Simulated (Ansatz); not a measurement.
Input and output of a self-consistent single point for LaPt2 (R3m, 6 atoms in the cell) (Ansatz, an electronic-structure program).

Method: LDA (PW92), default PAW files made with PBE (plane waves; Ansatz).

```
LaPt2
1.0
    0.00000     3.89244     3.89244
    3.89244     0.00000     3.89244
    3.89244     3.89244     0.00000
La Pt
2 4
Direct
  0.50371   0.50371   0.50371
  0.75000   0.75000   0.75000
  0.12500   0.12500   0.12500
  0.62500   0.12500   0.12500
  0.12500   0.12500   0.62500
  0.12500   0.62500   0.12500
```

Reference input (self-consistent single point, DFT, LDA (PW92), plane waves, default PAW files made with PBE): basis.ecutwfc = 420 eV; kpoints.mp_grid.grid = 7 7 7; hamiltonian.xc = lda; hamiltonian.pseudopotentials = {kind: paw} (the program's default PAW files); scf.occupations.method = fermi_dirac; scf.occupations.width = 0.1 eV. This run's input differs from it in these lines:

Ansatz 0.2 input:
```diff
@@ -16,3 +16,3 @@
   mp_grid:
-    grid: [7, 7, 7]
+    grid: [12, 12, 12]
 hamiltonian:
@@ -23,4 +23,4 @@
   occupations:
-    method: fermi_dirac
-    width: 0.1
+    method: cold
+    width: 0.3
 output:
```

Output (repeated stretches shortened):

```
SCF iter   1: F=—  HF=-61138.687776 eV  |F-HF|=—  |Δ(HF+E_count)|=         —  Δρ=5.75e-3  dr2=1.62e-2  ethr=1.77e-3  ⟨swp⟩=5.9  Hψ=43357  notcnv=0
all-band conjugate gradients solve this SCF's bands
preconditioner: auto → Kerker (q_TF=auto, 2.627 Å⁻¹)
SCF iter   2: F=—  HF=-61138.684361 eV  |F-HF|=—  |Δ(HF+E_count)|=   3.42e-3  S|Δr|=    0.00e0  Δρ=2.92e-3  dr2=5.10e-3  ethr=1.73e-5  ⟨swp⟩=2.7  Hψ=20386  notcnv=0  defer=1
   [... lines left out ...]
SCF iter   5: F=—  HF=-61138.682861 eV  |F-HF|=—  |Δ(HF+E_count)|=   2.61e-5  S|Δr|=    0.00e0  Δρ=2.65e-5  dr2=8.85e-7  ethr=3.40e-8  ⟨swp⟩=2.0  Hψ=17926  notcnv=0  defer=5
SCF iter   6: F=—  HF=-61138.682861 eV  |F-HF|=—  |Δ(HF+E_count)|=   3.66e-8  S|Δr|=    0.00e0  Δρ=1.57e-5  dr2=4.39e-7  ethr=1.06e-10  ⟨swp⟩=13.9  Hψ=60847  notcnv=0
SCF iter   7: F=-61138.682861 eV  HF=-61138.682861 eV  |F-HF|=2.16e-8  |Δ(HF+E_count)|=   5.62e-8  S|Δr|=    0.00e0  Δρ=4.61e-6  dr2=3.18e-8  ethr=1.06e-10  ⟨swp⟩=3.8  Hψ=43588  notcnv=0
SCF 1 converged in 7 iterations: F = -61138.682861 eV  dr2 = 3.18e-8
Stability not checked (fill_not_monotonic)
Free energy (F): -61138.682861 eV
Internal energy: -61138.722276 eV  (E = F + TS)
E sigma→0 (E₀):  -61138.695999 eV
Entropy (-TS):   0.039415 eV (6.569 meV/atom)
Fermi energy:    18.916165 eV
--- Forces (eV/Å), atoms counted from 1 ---
  atom   1  La    -0.13904127    -0.13904127    -0.13904127
  atom   2  La     0.06879560     0.06879560     0.06879560
  atom   3  Pt     0.00217096     0.00217096     0.00217096
  atom   4  Pt     0.03230054     0.01788871     0.01788871
  atom   5  Pt     0.01788871     0.01788871     0.03230054
  atom   6  Pt     0.01788871     0.03230054     0.01788871
--- Stress (GPa, compression-positive) ---
       -5.744885       0.151881       0.151881
        0.151881      -5.744885       0.151881
        0.151881       0.151881      -5.744885
  P = ⅓ Tr σ = -5.7449 GPa (-57.449 kbar)
  The stress holds the Pulay correction. Without it, at fixed plane waves, as pw.x and ABINIT print it: P = -5.7719 GPa
```

The run converged in 7 iterations. Against the reference run the free energy goes up by 10.0 meV/atom, the pressure hardly changes (-5.66 to -5.74 GPa) and the largest force hardly changes (0.237 to 0.241 eV/Å).

The starting cell comes from a database of computed structures (which also holds hypothetical and non-ambient phases and stackings), without a prior relaxation at this level. Its lattice was rescaled by up to half a per cent. One atom was moved a little off its site on purpose. Spin polarisation is off. With a pressure of about -6 GPa the cell is away from its equilibrium volume at this level. Ansatz's pressure includes its estimate of the finite-basis (Pulay) stress.

Cost on one core of a shared machine: roughly 2 min.
